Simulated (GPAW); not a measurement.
Input and output of a self-consistent single point for InPd₃ (I4/mmm, 4 atoms in the cell) (GPAW).

Method of the run: LDA (Perdew-Wang 92), GPAW PAW datasets LDA (gpaw-data 1.0.1) (plane waves; GPAW).

```
CELL_PARAMETERS angstrom
     -2.06616     2.06616     3.75950
      2.06616    -2.06616     3.75950
      2.06616     2.06616    -3.75950
ATOMIC_POSITIONS crystal
  In 0.00000 0.00000 0.00000
  Pd 0.75000 0.25000 0.50000
  Pd 0.25000 0.75000 0.50000
  Pd 0.50000 0.50000 0.00000
```

Reference input (self-consistent single point, DFT PBEsol, plane waves, GPAW PAW datasets PBEsol (made by gpaw-setup)): mode = pw; ecut = 550 eV; xc = PBEsol; kpts = 9 9 9; mesh shift (steps) = 0 0 0; occupations.name = fermi-dirac; occupations.width = 0.1 eV; nbands = -10; convergence.density = 1e-05 e/electron; convergence.energy = 1e-05 eV/electron; symmetry.symmorphic = false; symmetry.tolerance = 0.0005. This run's input differs from it in these lines:

```diff
@@ -15,3 +15,3 @@
 calc = GPAW(mode=PW(550),
-            xc='PBEsol',
+            xc='LDA',
             kpts=(9, 9, 9),
```

Its files differ too (potentials: GPAW PAW datasets LDA (gpaw-data 1.0.1)).

Log, with long lists cut:

```
     iter     time        total  log10-change:
                         energy   eigst   dens
iter:   1 --:--:--   -25.166762
iter:   2 --:--:--   -23.977830   -1.42  -1.23
iter:   3 --:--:--   -21.753656   -0.35  -1.27
iter:   4 --:--:--   -21.113055   -1.47  -1.81
iter:   5 --:--:--   -21.028812   -2.02  -1.71
iter:   6 --:--:--   -20.965266   -1.94  -2.08
iter:   7 --:--:--   -20.925498   -3.10  -2.33
iter:   8 --:--:--   -20.927202   -3.21  -2.62
iter:   9 --:--:--   -20.910624   -3.32  -2.57
iter:  10 --:--:--   -20.910135   -4.15  -3.23
iter:  11 --:--:--   -20.910126c  -5.58  -3.63
iter:  12 --:--:--   -20.910120c  -5.87  -3.68
iter:  13 --:--:--   -20.910116c  -5.60  -3.78
iter:  14 --:--:--   -20.910088c  -6.53  -3.86
iter:  15 --:--:--   -20.910046c  -6.16  -3.95
iter:  16 --:--:--   -20.910018c  -6.69  -4.10
iter:  17 --:--:--   -20.910017c  -6.54  -4.24
iter:  18 --:--:--   -20.910010c  -6.98  -4.37
iter:  19 --:--:--   -20.910010c  -7.62c -4.80
iter:  20 --:--:--   -20.910011c  -8.68c -4.87
iter:  21 --:--:--   -20.910023c  -7.38  -4.90
iter:  22 --:--:--   -20.910024c  -8.53c -5.21c
Converged after 22 iterations.

Dipole moment: (-0.000000, 0.000000, -0.000000) |e|*Ang

Energy contributions relative to reference atoms: (reference = -571128.524714)

Kinetic:         -1.024732
Potential:      -10.334807
External:        +0.000000
XC:              -8.961860
Entropy (-ST):   -0.065541
Local:           -0.555854
SIC:             +0.000000
--------------------------
Free energy:    -20.942795
Extrapolated:   -20.910024

Showing only first 2 kpts
 Kpt  Band  Eigenvalues  Occupancy
  0    28      8.23901    1.99978
  0    29      8.89708    1.85144
  0    30     11.49627    0.00000
  0    31     13.79376    0.00000

  1    28      8.08855    1.99995
  1    29      8.80978    1.93514
  1    30     12.28014    0.00000
  1    31     13.00486    0.00000

Fermi level: 9.14935

No gap
No difference between direct/indirect transitions
Energy (eV): -20.910024

Forces in eV/Ang:
  0 In    0.00000    0.00000    0.00000
  1 Pd   -0.00000   -0.00000    0.00000
  2 Pd   -0.00000   -0.00000    0.00000
  3 Pd    0.00000    0.00000   -0.00000

Stress tensor:
     0.057437     0.000000    -0.000000
     0.000000     0.057437     0.000000
    -0.000000     0.000000     0.055191
Stress (GPa, Voigt): [ 9.2025  9.2025  8.8426  0.     -0.      0.    ]
```

The run converged in 22 iterations. GPAW prints stress with tension positive. Against the reference run the pressure goes from -4.05 to -9.08 GPa.

The starting cell comes from a database of computed structures (which also holds hypothetical and non-ambient phases and stackings), without a prior relaxation at this level. Spin polarisation is off. With a pressure of about -9 GPa the cell is away from its equilibrium volume at this level.

Cost on one core of a shared machine: roughly 4 min.
